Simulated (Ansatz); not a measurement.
Functionals compared on a constructed model of the (0001) surface of wurtzite ZnO, Zn-terminated, 2x2 Zn adatom at T1 (bottom of the slab: 2 H on 4 bottom sites), in Ansatz (plane waves, PAW). The structure was relaxed with PBE; the other rows are single points on it. Cutoff 420 eV (500 eV for r2SCAN).

Set-up: 43 atoms, 14.8 Å thick at the start with caps and adatoms; mesh 4x4x1; 0.025 eV smearing; dipole correction on; 8 atoms held, the rest relaxed; start symmetry kept, larger cells not searched; no spin (no spin-polarised run to compare, though such a face may carry moments), no spin-orbit, no U. The slab shows no gap on its mesh. In PBE it lies 0.02 eV a 1x1 cell over the lowest computed structure of the same composition (2x2 Zn adatom at H3). These notes are the PBE run's.

```json
[
 {"functional": "PBE", "work function of the top face (eV)": "3.26", "rough cost of the single point": "–"},
 {"functional": "r2SCAN", "work function of the top face (eV)": "3.30", "rough cost of the single point": "roughly 4 core-minutes"}
]
```

Ansatz is an electronic-structure program.
